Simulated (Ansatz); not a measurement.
**MoP in the rock salt structure (space group Fm-3m, No. 225; a hypothetical phase, not in the database extracts checked)**

```cif
data_MoP
_chemical_formula_sum 'P1 Mo1'
_space_group_name_H-M_alt 'P 1'
_space_group_IT_number 1
_cell_length_a 3.46544
_cell_length_b 3.46544
_cell_length_c 3.46544
_cell_angle_alpha 60.000
_cell_angle_beta 60.000
_cell_angle_gamma 60.000
loop_
_space_group_symop_operation_xyz
  'x, y, z'
loop_
_atom_site_label
_atom_site_type_symbol
_atom_site_fract_x
_atom_site_fract_y
_atom_site_fract_z
_atom_site_occupancy
P1 P 0.00000 0.00000 0.00000 1
Mo1 Mo 0.50000 0.50000 0.50000 1
```

Calculations: Ansatz (a program for electronic structure) PBEsol, spin-orbit coupling left out. Γ-centred 16×16×16 mesh, Fermi–Dirac width 0.05 eV.

- Volume per atom: 14.71 Å³
- Density: 7.16 g/cm³
- Band gap: zero
- Total energy: -2818.815 eV/atom (σ→0; compares only within this code and set-up)

Stability against distortions was not tested. The final runs are not spin-polarised. An odd electron count without spin: MoP. MoP has a high density of states at the Fermi level and may be magnetic at this level.
